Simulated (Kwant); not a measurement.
Model system: stadium cavity between two wires in a InSb two-dimensional gas. Effective mass 0.014 mₑ, grid spacing 17 nm, hard walls, nominal width 200 nm (11 grid rows, so walls 204 nm apart), one parabolic valley, scattering region 1400 nm long along x; energies count from the band bottom; Fermi energy swept from 0.00053719 to 0.0080578 eV. Cavity of radius 230 nm, straight part 290 nm, centre moved sideways by 120 nm.

The device is made up for the run: typed textbook-type constants, with dimensions and the other settings drawn at random.

Computed with Kwant: effective-mass tight-binding model on a square grid, one spin, coherent transport at 0 K. Conductance is in e²/h.

**Question.** How many channels do the leads carry at E = 4.65, 4.83, 7.43 meV?

**Answer.** The hard-wall thresholds are n² ħ²π²/(2mW²) = n² × 0.645 meV with W = 204 nm. √(4.65/0.645) = 2.68, so 2. √(4.83/0.645) = 2.74, so 2. √(7.43/0.645) = 3.39, so 3.
